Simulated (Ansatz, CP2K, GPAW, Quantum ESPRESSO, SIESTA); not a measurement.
## ZnGe3 (Pm-3m, 4 atoms in the cell) computed with different codes at matched settings

Self-consistent single point.

```yaml
crystal:
  lattice:
    - [4.22236, 0.00000, 0.00000]
    - [0.00000, 4.22236, 0.00000]
    - [0.00000, 0.00000, 4.22236]
  atoms:
    - { symbol: Zn, position: [0.00000, 0.00000, 0.00000] }
    - { symbol: Ge, position: [0.00000, 0.50000, 0.50000] }
    - { symbol: Ge, position: [0.50000, 0.00000, 0.50000] }
    - { symbol: Ge, position: [0.50000, 0.50000, 0.00000] }
```

Shared settings, as Ansatz (a quantum-chemistry and plane-wave program) writes them: kpoints.mp_grid.grid = 10 10 10; scf.occupations.method = gaussian; scf.occupations.width = 0.136 eV. Potentials and cutoffs stand in the table.

| code | model | pressure (GPa) | cutoff |
|---|---|---|---|
| GPAW | LDA (Perdew-Wang 92), GPAW PAW datasets LDA (gpaw-data 1.0.1) | -6.23 | 800 eV |
| SIESTA | LDA PW92, numerical atomic orbitals DZP, PseudoDojo LDA standard norm-conserving potentials (rewritten from UPF to PSML) | -3.48 | grid 350 Ry |
| Ansatz | LDA (PW92), PAW files made with PBE | -6.02 | 420 eV |
| CP2K | LDA (Pade form), GPW, DZVP-MOLOPT-SR-GTH basis, GTH-PADE potentials (GTH_POTENTIALS) | -5.16 | grid 600 Ry |
| Quantum ESPRESSO | LDA (PZ), PSlibrary ultrasoft (LDA) pseudopotentials | -6.58 | 50 Ry |

The spread over the programs that give each value: pressure within 3.10 GPa.

SIESTA and CP2K use small atom-centred bases, whose incompleteness enters pressures, forces and empty levels differently from a plane-wave cutoff. Ansatz's pressure is given at a fixed set of plane waves, as the other plane-wave codes print theirs; with its correction for the finite basis it is -5.99 GPa. The same LDA comes in different parametrisations, which differ slightly. In the pressure, SIESTA (by 2.75) and CP2K (by 1.07) lie more than 1 GPa from the median of the plane-wave programs.

The starting cell comes from a database of computed structures (which also holds hypothetical and non-ambient phases and stackings), without a prior relaxation at this level.

Left out of this page: Elk and FLEUR (not drawn, or without a comparable value).

Keys are those of Ansatz 0.2.
